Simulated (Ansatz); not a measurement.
The reference is Au in the fcc (Cu type) structure (space group Fm-3m, No. 225; a = 4.083 Å).

Method: PBEsol (Ansatz, a quantum-chemistry and plane-wave program, PAW, without spin-orbit coupling), earlier PAW set.

One change was made to it. Results:

| quantity | base | after |
|---|---|---|
| shortest interatomic distance | 2.887 Å | 2.878 Å |
| density | 19.22 g/cm³ | 19.41 g/cm³ |

Task: Which of these changes matches the shifts?
(A) pressure 1.8 GPa
(B) pressure 18 GPa
(C) pressure 9 GPa

Result: A, pressure 1.8 GPa. For comparison, the shortest interatomic distance in the other runs: pressure 18 GPa gives 2.810 Å; pressure 9 GPa gives 2.844 Å.

Load acts through the strain it causes; cell and atoms are relaxed under it. Stability against distortions was not tested. Competing high-pressure phases were not computed.
